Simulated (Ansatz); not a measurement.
## Rh: response to strain

Base system: Rh in the fcc (Cu type) structure (space group Fm-3m, No. 225; relaxed with 0.1 eV smearing).

```
CELL_PARAMETERS angstrom
      0.00000     1.90077     1.90077
      1.90077     0.00000     1.90077
      1.90077     1.90077     0.00000
ATOMIC_POSITIONS crystal
  Rh 0.00000 0.00000 0.00000
```

Strains are applied to the cell and any free atomic positions relax.

Computed with r2SCAN (Ansatz, a first-principles code, PAW, spin-orbit coupling left out).

Notes on the quantities. energy relative to the base: free energy F.

```json
[
 {"variant": "base", "volume per atom": "13.73 Å³", "pressure": "0.0 GPa", "energy relative to the base": "0 meV/atom"},
 {"variant": "isotropic strain −3.00 %", "volume per atom": "12.54 Å³", "pressure": "32.3 GPa", "energy relative to the base": "+110 meV/atom"},
 {"variant": "isotropic strain −2.50 %", "volume per atom": "12.73 Å³", "pressure": "25.8 GPa", "energy relative to the base": "+75 meV/atom"},
 {"variant": "isotropic strain −2.00 %", "volume per atom": "12.93 Å³", "pressure": "19.8 GPa", "energy relative to the base": "+47 meV/atom"},
 {"variant": "isotropic strain −1.50 %", "volume per atom": "13.13 Å³", "pressure": "14.3 GPa", "energy relative to the base": "+26 meV/atom"},
 {"variant": "isotropic strain −1.00 %", "volume per atom": "13.33 Å³", "pressure": "___", "energy relative to the base": "___"},
 {"variant": "isotropic strain −0.50 %", "volume per atom": "13.53 Å³", "pressure": "4.4 GPa", "energy relative to the base": "+2.8 meV/atom"}
]
```

What belongs in the blanks?


- isotropic strain −1.00 %, pressure: 9.1 GPa
- isotropic strain −1.00 %, energy relative to the base: +11 meV/atom

Whether these cells are dynamically stable was not tested. The final runs are not spin-polarised.
